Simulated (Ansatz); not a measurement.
Point defect Si vacancy + C vacancy + Ta interstitial in 4H silicon carbide

The numbers are results of PBE, PAW (plane waves to 420 eV; Ansatz, a program for electronic structure), not measurements. The supercell holds 72 host sites (3×3×1 repeats of the unit cell), with a 2×2×2 Γ-centred k-point sampling for the final energies. Site at the start: a built cluster, 1.9 Å across. Energies of charged states are corrected for periodic images (point charge plus alignment at distant sites). Dielectric constants: PBE linear response of the host. Host gap at this level: 2.22 eV. These values are not converged in cell size to better than tenths of an eV. Levels are measured in PBE's own, too narrow, gap. Spin–orbit coupling is left out, which matters for these heavy elements. Each state is the lowest found from its start.

Formation energies E_f are given with the Fermi level at the valence-band maximum. Chemical conditions: C-rich (Δμ(C) = 0.00 eV, Δμ(Si) = -0.41 eV, Δμ(Ta) = -1.19 eV, bounded by rock-salt TaC; only phases computed here count, gases as isolated molecules at 0 K); Si-rich (Δμ(C) = -0.41 eV, Δμ(Si) = 0.00 eV, Δμ(Ta) = -1.43 eV, bounded by TaSi2 (P6_422); only phases computed here count, gases as isolated molecules at 0 K). Reference phases: C: graphite, Si: silicon, Ta: bcc Ta.

In at least one state atoms left their starting sites on relaxation (a large move, or an atom on the emptied site), so the name describes the start.

```
charge         moment (μB)  point group  largest move off a lattice site (Å)  image correction with alignment (eV)  E_f, C-rich (eV)  E_f, Si-rich (eV)  above the lowest spin state (eV)
------  ------------------  -----------  -----------------------------------  ------------------------------------  ----------------  -----------------  --------------------------------
+2†             fractional            –                                 0.09                                  1.03                 –                  –                              0.00
+1†             fractional            –                                 0.04                                  0.34                 –                  –                              0.00
+1†     not spin-polarised            –                                 0.04                                  0.34                 –                  –                              0.01
0                      1.0          C3v                                 0.06                                  0.00              5.02               5.27                              0.00
−1                     0.0          C3v                                 0.09                                  0.03              6.33               6.57                              0.00
−1      not spin-polarised          C3v                                 0.09                                  0.03              6.33               6.57                              0.00
```

† Not settled in this cell, so no level is given: charge +2: fractional moment, a level filled in part, level within 0.1 eV of a band edge or past it; charge +1: fractional moment, a level filled in part.

Point groups are those of the whole cell at tolerances of 0.03 and 0.1 Å ("near" where only the looser one holds); none is given for unsettled states.

Starting moments that weren't kept: charge +2 began with 1 μB and ended with 0.5; charge +1 began with 2 μB and ended with 0.5; charge −1 began with 2 μB and ended with 0.0.

Transition levels above the valence-band maximum: ε(0/−1) = 1.30 eV. With a charge missing or unsettled, these needn't be thermodynamic levels.

Flagged in the runs: a host whose relaxation on this sampling wasn't shown to rest.
